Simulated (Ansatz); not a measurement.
Base system: Zr (space group P6/mmm, No. 191; a = 4.977 Å, c = 3.108 Å; a cell from a computed database, its experimental status unchecked; relaxed with 0.1 eV smearing). Axes: x lies along a and z along c of the hexagonal cell.

Calculations: Ansatz (a quantum-chemistry and plane-wave program), PBEsol, PAW, cutoff 420 eV, scalar-relativistic without spin-orbit coupling.

Perturbation: uniaxial strain ε_xx = −2.61 %, all other strain components held at zero, atoms relaxed at fixed cell.

Q: Predict the stress tensor and what it implies for the stiffness.

A: Stress of the strained cell less that of the base (GPa, compression positive):
```
    4.8     0.0     0.0
    0.0     2.3     0.0
    0.0     0.0     1.4
```

Then −Δσ_ii/ε with ε = -0.0261 gives secant stiffness values (nonlinear terms included at this strain): C11 ≈ 184 GPa, C12 ≈ 87 GPa and C13 ≈ 54 GPa.

As a check, the harmonic strain energy −½ V₀ Δσ:ε is 8.7 meV/atom; the computed energy rise is 8.5 meV/atom.

No phonon test of stability was made. All final runs are without spin polarisation. This is not the structure that Zr has at room temperature and ambient pressure.
